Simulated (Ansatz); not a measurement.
The reference is LuCuSe₂ (space group R-3m, No. 166; a = 3.967 Å, c = 18.389 Å (hexagonal axes); a hypothetical phase, not in the database extracts checked). Axes: x lies along a and z along c of the hexagonal cell.

Level of theory: Ansatz (a first-principles code) r2SCAN, without spin-orbit coupling.

It is then changed as follows: the cell is scaled by 1.0077 in all directions; the atoms relax in the strained cell.

Question: Predict the stress tensor and what it implies for the stiffness.

Answer: Stress of the strained cell less that of the base (GPa, compression positive):
```
  -1.67    0.00    0.00
   0.00   -1.67    0.00
   0.00    0.00   -1.48
```

Then B = −ΔP/(ΔV/V₀) with ΔV/V₀ = 0.0233 gives secant stiffness values (nonlinear terms included at this strain): B (at held cell shape, above the free-shape value) ≈ 69 GPa.

Stability against distortions was not tested. The final runs are not spin-polarised.
